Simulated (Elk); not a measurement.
A working Elk input for YIn (Pm-3m, 2 atoms in the cell) (DFT, PBEsol, all-electron FP-LAPW, Elk's shipped species files, APW+lo basis with extra local orbitals):

```
tasks
  0

xctype
  22

rgkmax
  7.5

gmaxvr
  14.0

nxlo
  2

lorbcnd
  .true.

lmaxi
  3

swidth
  0.00367493

maxscl
  100

avec
    7.0069457331    0.0000000000    0.0000000000
    0.0000000000    7.0069457331    0.0000000000
    0.0000000000    0.0000000000    7.0069457331

atoms
  2
  'Y.in'
  1
  0.5000000000  0.5000000000  0.5000000000    0.0 0.0 0.0
  'In.in'
  1
  0.0000000000  0.0000000000  0.0000000000    0.0 0.0 0.0

ngridk
  9 9 9

vkloff
  0.5 0.5 0.5
```

The run converged in 13 iterations: free energy E − TS -252098.9448 eV; Fermi level (on the code's own zero) 7.43 eV. Each of these slips is then made, one at a time:

(1)
```diff
+
+lmaxapw
+  4
+
+lmaxo
+  6
```

(2)
```diff
-  0.5 0.5 0.5
+  1.0 1.0 1.0
```

Task: How does each altered input end?

Result: 
(1) Angular cutoffs in an order that the program does not allow or that is too low. The program stopped before any SCF iteration, with the message: Error(init0): lmaxo > lmaxapw : 6 4.

(2) A mesh shift typed as a flag of 1. The program stopped before any SCF iteration, with the message: Error(readinput): vkloff components should be in [0,1) : 1.000000000 1.000000000 1.000000000.

The starting cell comes from a database of computed structures (which also holds hypothetical and non-ambient phases and stackings), without a prior relaxation at this level. Its lattice was rescaled by a random factor within 2.5 % of one. Values depend on the basis (sphere radii, cutoffs, local orbitals), which need not be converged.

Left out of this page: 3 runs of the series outside the window shown, repeating another row's setting, or not comparable; 1 run of the series held back from this collection; 1 run of the series stopped by limits of time or memory.
